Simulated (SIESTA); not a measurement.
Band structure of ZrB2 (P6/mmm, 3 atoms in the cell).

```yaml
crystal:
  lattice:
    - [3.16752, 0.00000, 0.00000]
    - [-1.58376, 2.74315, 0.00000]
    - [0.00000, 0.00000, 3.55239]
  atoms:
    - { symbol: Zr, position: [0.00000, 0.00000, 0.00000] }
    - { symbol: B, position: [0.33333, 0.66667, 0.50000] }
    - { symbol: B, position: [0.66667, 0.33333, 0.50000] }
```

Method of the run: SIESTA with GGA PBE, numerical atomic orbitals DZP, PseudoDojo PBE standard norm-conserving potentials (rewritten from UPF to PSML).

Settings: XC.functional = GGA; XC.authors = PBE; potentials = PseudoDojo PBE standard; PAO.BasisSize = DZP; PAO.EnergyShift = 0.01 Ry; MeshCutoff = 350 Ry; kgrid.MonkhorstPack = 16 16 12; OccupationFunction = FD; ElectronicTemperature = 1578.21 K; MaxSCFIterations = 150; SCF.Mixer.Method = Broyden; SCF.Mixer.Weight = 0.1; SCF.Mixer.History = 6; SCF.DM.Tolerance = 1.0E-04.

The starting cell comes from a database of computed structures (which also holds hypothetical and non-ambient phases and stackings), without a prior relaxation at this level. Values carry the incompleteness of an atom-centred basis.

Levels in eV from the Fermi level, bands 6 to 11:
```json
[
 {"point": "Γ", "6": "-2.64", "7": "-2.58", "8": "-2.58", "9": "-2.30", "10": "3.33", "11": "3.33"},
 {"point": "M", "6": "-8.42", "7": "-3.94", "8": "-2.97", "9": "-2.70", "10": "2.23", "11": "2.57"},
 {"point": "K", "6": "-7.69", "7": "-6.88", "8": "-2.48", "9": "-2.48", "10": "1.59", "11": "1.59"},
 {"point": "A", "6": "-6.96", "7": "-0.80", "8": "-0.80", "9": "0.35", "10": "0.35", "11": "0.72"},
 {"point": "L", "6": "-6.91", "7": "-4.57", "8": "-4.14", "9": "-2.01", "10": "3.59", "11": "4.45"},
 {"point": "H", "6": "-8.66", "7": "-4.92", "8": "-2.68", "9": "-2.68", "10": "3.96", "11": "5.94"}
]
```

Bands cross the Fermi level along this path, so the cell is metallic at this level.

Higher empty bands are left out: an atom-centred basis made for the valence describes them poorly.
